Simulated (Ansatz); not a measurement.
Input:

```yaml
crystal:
  lattice:
    - [2.60351, 0.00000, 0.00000]
    - [0.00000, 2.60351, 0.00000]
    - [1.30176, -1.30176, 1.78927]
  atoms:
    - { symbol: B, position: [0.00000, 0.00000, 0.00000] }
    - { symbol: N, position: [0.75000, 0.75000, 0.50000] }
```

No spin polarisation.

The values are results of r2SCAN (Ansatz, an electronic-structure program; PAW; 500 eV plane waves; no spin-orbit coupling), not measurements. k-mesh 16×16×16 (Γ-centred); smearing 0.05 eV (Fermi–Dirac).

What is the computed valence-band top at Γ (three highest levels, from the VBM)?

0.00, -0.27, -0.27 eV.

What is the computed hole mass?

0.48 mₑ out of plane, 0.51 mₑ in plane (at Γ).

What is the computed band gap?

4.46 eV.

Estimate the pressure (mean of the normal stresses, compression positive).

-11.46 GPa.

The cells carry an imposed strain or load. Effective masses come from finite differences of ±0.01 Å⁻¹. No phonon test of stability was made. The cell was made from BN in the zinc blende structure (space group F-43m, No. 216) by this change: biaxial strain +2.00 %, plane normal [001], relaxed out of plane.
